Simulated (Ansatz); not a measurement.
# A computed series for Co: pressure series

Take Co in the hcp (Mg type) structure (space group P6_3/mmc, No. 194; ferromagnetic) as the base.

```yaml
crystal:
  lattice:
    - [2.45713, 0.00000, 0.00000]
    - [-1.22856, 2.12793, 0.00000]
    - [0.00000, 0.00000, 3.96818]
  atoms:
    - { symbol: Co, position: [0.33333, 0.66667, 0.75000] }
    - { symbol: Co, position: [0.66667, 0.33333, 0.25000] }
```

Cell and atoms are relaxed at each pressure.

Calculations: plane-wave PAW DFT at the PBEsol level (Ansatz, a program for electronic structure, 420 eV), no spin-orbit coupling, earlier PAW set.

Notes on the quantities. enthalpy: H = E + PV relative to the base's energy.

| change | enthalpy | density |
|---|---|---|
| base | – | 9.43 g/cm³ |
| pressure −2 GPa | -0.13 eV/atom | 9.36 g/cm³ |
| pressure −1 GPa | -0.06 eV/atom | 9.39 g/cm³ |
| pressure 0.3 GPa | +0.02 eV/atom | 9.44 g/cm³ |
| pressure 0.7 GPa | +0.05 eV/atom | 9.46 g/cm³ |
| pressure 1.5 GPa | +0.10 eV/atom | 9.49 g/cm³ |
| pressure 3 GPa | +0.19 eV/atom | 9.55 g/cm³ |
| pressure 5 GPa | +0.32 eV/atom | 9.62 g/cm³ |
| pressure 7.5 GPa | +0.48 eV/atom | 9.71 g/cm³ |
| pressure 10 GPa | +0.64 eV/atom | 9.80 g/cm³ |

The magnetic state is the one reached from the starting moments; the real material's order can differ, and small cells can't hold many antiferromagnetic ones. Load acts through the strain it causes; cell and atoms are relaxed under it. Stability against distortions was not tested. No other phases were tried under pressure.
